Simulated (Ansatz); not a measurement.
Given:

```
CELL_PARAMETERS angstrom
      4.38503     0.00000     0.00000
      0.00000     4.38503     0.00000
      0.00000     0.00000     4.38503
ATOMIC_POSITIONS crystal
  K  0.00000 0.00000 0.00000
  Cd 0.50000 0.50000 0.50000
  F  0.00000 0.50000 0.50000
  F  0.50000 0.00000 0.50000
  F  0.50000 0.50000 0.00000
```

Method: r2SCAN, rigid bands (plane waves, PAW, scalar-relativistic; Ansatz, a program for electronic structure). Condition of this run: functional r2SCAN on the same cell. Geometry: cell and atoms relaxed with PBEsol.

### Question
What conductivity effective mass do dilute electrons have at 300 K?

### Answer
0.48 mₑ.

### Question
What conductivity effective mass do dilute holes have at 300 K?

### Answer
1.05 mₑ.

### Question
And the band gap?

### Answer
3.84 eV at this level; semilocal functionals usually fall short of the measured gap.

Rigid bands, one relaxation time for all states, no polarons. Spin-orbit coupling is left out; where it splits the top of the valence band it changes the hole mass and lowers the gap by about a third of the splitting. Geometry: cell and atoms relaxed with PBEsol.

Computed structure with no diffraction record at hand here (it may be known, metastable or hypothetical): KCdF3 (Pm-3m).
